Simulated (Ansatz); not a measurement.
Defect migration in wurtzite GaN: In-vacancy pair (In on one host Ga site, one Ga site vacant), charge state -3. The step: a nearby Ga atom hops onto the vacant site (In-vacancy distance between ideal sites 3.21 → 4.55 Å); the atom moves 3.10 Å along (-0.97, -0.96, 0.01) of the unit cell; the moving atom starts with neighbours N at 1.87, 2 N at 1.98, N at 2.00 Å and ends with N at 1.87, N at 1.97, 2 N at 1.99 Å. DFT values are from Ansatz (plane-wave PAW, 420 eV unless said) in a cell of 72 host sites, spin-restricted, static, with no finite-size correction. The charge state is imposed; whether it is stable for some Fermi level was not computed. Forms of the defect that were not tried may lie lower. The start lies 0.13 eV above the lowest site run (PBE). For the PBE band: the saddle point's order was not checked.

| Level | Forward barrier (eV) | Cost of the band or of the saddle's single point |
|---|---|---|
| CHGNet universal potential (has no charge state), its own band | 1.43 | - |
| PBE, one k-point at (0.125, 0.250, 0.250), band relaxed | 2.00 | about 28 core-minutes (a rough figure) |
| PBE, a 2×2×2 k-point mesh shifted by half a step along c, same geometries | 2.04 | about 4 core-minutes (a rough figure) |
| r2SCAN at 500 eV, one k-point at (0.125, 0.250, 0.250), same geometries | ___ | very roughly 2.4 core-minutes |

Task: Fill in the missing entries.

Result: 
- r2SCAN at 500 eV, one k-point at (0.125, 0.250, 0.250), same geometries, Forward barrier (eV): 2.24

Ansatz is an electronic-structure program.
